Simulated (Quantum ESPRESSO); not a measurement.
**Several settings converged on CoAl (P4mm, 2 atoms in the cell)**

```
CELL_PARAMETERS angstrom
      2.85142     0.00000     0.00000
      0.00000     2.85142     0.00000
      0.00000     0.00000     2.85142
ATOMIC_POSITIONS crystal
  Al 0.50000 0.50000 0.51753
  Co 0.00000 0.00000 0.00000
```

Base method: PBEsol, SSSP 1.1.2 efficiency (PBE) pseudopotentials (plane waves; Quantum ESPRESSO 7.5).

Base settings: ecutwfc = 50 Ry; ecutrho = 400 Ry; occupations = smearing; smearing = gauss; degauss = 0.0073499 Ry; input_dft = pbesol; potentials = {Al: Al.pbe-n-kjpaw_psl.1.0.0.UPF, Co: Co_pbe_v1.2.uspp.F.UPF}; K_POINTS = automatic 8 8 8 0 0 0; conv_thr = 1e-09 Ry.

The count of work is k-points × plane waves × bands × iterations; it is no time. Core times come from one kind of shared machine, to one figure; runs under 30 s give none.

**The k-point mesh**

Only quantities that move along the ladder and can be compared are tabulated.

```tsv
K_POINTS	free energy less the last step's (meV/atom)	pressure (GPa)	largest difference of a force vector from the last step's (eV/Å)	count of work / last	core time / last (rough)
automatic 2 2 2 0 0 0	204.67	2.51	0.095	0.017	0.3
automatic 3 3 3 0 0 0	-84.26	-8.13	0.016	0.010	–
automatic 4 4 4 0 0 0	61.87	-4.17	0.001	0.033	–
automatic 6 6 6 0 0 0	2.81	-5.42	0.002	0.090	–
automatic 8 8 8 0 0 0	2.82	-5.66	0.000	0.13	–
automatic 9 9 9 0 0 0	-1.37	-5.75	0.000	0.14	0.3
automatic 11 11 11 0 0 0	1.11	-5.71	0.000	0.26	0.4
automatic 16 16 16 0 0 0	0.30	-5.69	0.000	0.77	0.7
automatic 18 18 18 0 0 0	0.00	-5.75	0.000	1.0	1
```

Coarsest K_POINTS that holds the forces within 0.02 eV/Å of the last step, with all finer ones: automatic 3 3 3 0 0 0, at 0.010 of the last step's count of work; the step before is off by 0.095 eV/Å.

Coarsest K_POINTS that holds the free energy within 5 meV/atom of the last step, with all finer ones: automatic 6 6 6 0 0 0, at 0.090 of the last step's count of work; the step before is off by 62 meV/atom.

Coarsest K_POINTS that holds the pressure within 0.2 GPa of the last step, with all finer ones: automatic 8 8 8 0 0 0, at 0.13 of the last step's count of work; the step before is off by 0.33 GPa.

Two neighbours can agree and both be off: automatic 6 6 6 0 0 0 and automatic 8 8 8 0 0 0 differ by 0.01 meV/atom in the free energy, yet lie about 2.8 meV/atom from the last step.

**The k-point mesh at a smearing width of 0.3 eV**

In this ladder: degauss = 0.02205 Ry.

Only quantities that move along the ladder and can be compared are tabulated.

| K_POINTS | free energy less the last step's (meV/atom) | pressure (GPa) | count of work / last | core time / last (rough) |
|---|---|---|---|---|
| automatic 4 4 4 0 0 0 | 49.72 | -3.86 | 0.020 | – |
| automatic 5 5 5 0 0 0 | -5.74 | -5.88 | 0.019 | – |
| automatic 6 6 6 0 0 0 | -0.29 | -5.20 | 0.039 | – |
| automatic 9 9 9 0 0 0 | 0.11 | -5.51 | 0.078 | 0.2 |
| automatic 18 18 18 0 0 0 | 0.00 | -5.52 | 0.56 | 0.6 |
| automatic 22 22 22 0 0 0 | 0.00 | -5.47 | 1.0 | 1 |

Coarsest K_POINTS that holds the free energy within 2 meV/atom of the last step, with all finer ones: automatic 6 6 6 0 0 0, at 0.039 of the last step's count of work; the step before is off by 5.7 meV/atom.

Coarsest K_POINTS that holds the pressure within 0.2 GPa of the last step, with all finer ones: automatic 9 9 9 0 0 0, at 0.078 of the last step's count of work and about 0.2 of the last step's time; the step before is off by 0.27 GPa.

**The mesh under tetrahedron occupations**

In this ladder: occupations = tetrahedra_opt; smearing = default; degauss = default.

Only quantities that move along the ladder and can be compared are tabulated.

| K_POINTS | free energy less the last step's (meV/atom) | pressure (GPa) | count of work / last | core time / last (rough) |
|---|---|---|---|---|
| automatic 5 5 5 0 0 0 | -8.99 | -6.13 | 0.018 | – |
| automatic 7 7 7 0 0 0 | 0.02 | -5.80 | 0.040 | – |
| automatic 9 9 9 0 0 0 | 0.27 | -5.78 | 0.075 | 0.1 |
| automatic 11 11 11 0 0 0 | 0.35 | -5.75 | 0.12 | 0.2 |
| automatic 17 17 17 0 0 0 | 0.15 | -5.70 | 0.40 | 0.5 |
| automatic 22 22 22 0 0 0 | 0.00 | -5.72 | 1.0 | 1 |

Coarsest K_POINTS that holds the free energy within 1 meV/atom of the last step, with all finer ones: automatic 7 7 7 0 0 0, at 0.040 of the last step's count of work; the step before is off by 9.0 meV/atom.

Coarsest K_POINTS that holds the pressure within 0.05 GPa of the last step, with all finer ones: automatic 11 11 11 0 0 0, at 0.12 of the last step's count of work and about 0.2 of the last step's time; the step before is off by 0.06 GPa.

On the base run: the starting cell has typed, rounded lattice constants, without a prior relaxation at this level. Its lattice was rescaled by up to half a per cent. One atom was moved a little off its site on purpose. Spin polarisation is off. In the base run, with a pressure of about -6 GPa the cell is away from its equilibrium volume at this level.

Left out of this page: 1 run of the series failed or unconverged.
